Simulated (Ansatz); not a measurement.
## LiF (model structure, P6₃/mmc, No. 194, 4 atoms in the cell)

Calculation: r²SCAN+rVV10 (Ansatz, an electronic-structure program, plane waves, PAW).

Settings: plane-wave cutoff 560 eV, 12×12×8 k mesh (along the axes of the cell as run), Fermi–Dirac smearing 0.01 eV, scalar-relativistic PAW data made under PBE.

Cell (relaxed at this level):

LiF is modelled in the hexagonal space group P6₃/mmc (No. 194), Pearson symbol hP4. Lattice parameters: a = 3.2665 Å, b = 3.2665 Å, c = 3.9839 Å, α = 90.00°, β = 90.00°, γ = 120.00°. Li on 2d is coordinated by 3 F at 1.886 Å and 2 F at 1.992 Å (trigonal bipyramidal). F on 2c has 3 Li at 1.886 Å and 2 Li at 1.992 Å (trigonal bipyramidal). (Neighbours: up to the widest gap in distance over summed covalent radii, below 1.35, at either atom; cation-cation and far metal-metal contacts left out.)

```yaml
band_gap: 8.50 eV (on the SCF k mesh)
```

Note: the relaxation could raise the start's symmetry but not lower it, so the cell can be a saddle point.

Static lattice: no zero-point or thermal effects.

A model structure was made by putting elements into a prototype or built by hand; it is no filed structure, need not be a known phase, and can be a saddle point held by its symmetry.
